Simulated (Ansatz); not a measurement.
## MoS2, pressure series

Start from MoS₂ in the 2H-MoS2 type structure (space group P6_3/mmc, No. 194; a = 3.1732 Å, c = 12.4370 Å; layered, stacked along the Cartesian z axis).

Cell and atoms are relaxed at each pressure.

The values are results of plane-wave PAW DFT at the r2SCAN+rVV10 level (Ansatz, a program for electronic structure, 500 eV), no spin-orbit coupling, earlier PAW set, not measurements.

| case | c/a ratio | band gap | lattice parameter a |
|---|---|---|---|
| base | 3.919 | 1.01 eV | 3.173 Å |
| pressure 1.8 GPa | (withheld) | (withheld) | (withheld) |
| pressure 4.2 GPa | 3.772 | 0.74 eV | 3.140 Å |
| pressure 9 GPa | 3.707 | 0.54 eV | 3.107 Å |
| pressure 18 GPa | 3.653 | 0.26 eV | 3.055 Å |
| pressure 30 GPa | 3.625 | zero | 2.996 Å |
| pressure 45 GPa | 3.615 | zero | 2.935 Å |
| pressure 60 GPa | 3.613 | zero | 2.882 Å |

Task: Fill in the withheld entries from the trend.

Result: 
- pressure 1.8 GPa, c/a ratio: 3.835
- pressure 1.8 GPa, band gap: 0.87 eV
- pressure 1.8 GPa, lattice parameter a: 3.158 Å

The mesh was chosen for an insulator and is coarse for the gapless case. Load acts through the strain it causes; cell and atoms are relaxed under it. Stability against distortions was not tested. No other phases were tried under pressure. The final runs are not spin-polarised. The zero or small gap of MoS2 under pressure 18 GPa, MoS2 under pressure 30 GPa and MoS2 under pressure 45 GPa can change with the level of theory.
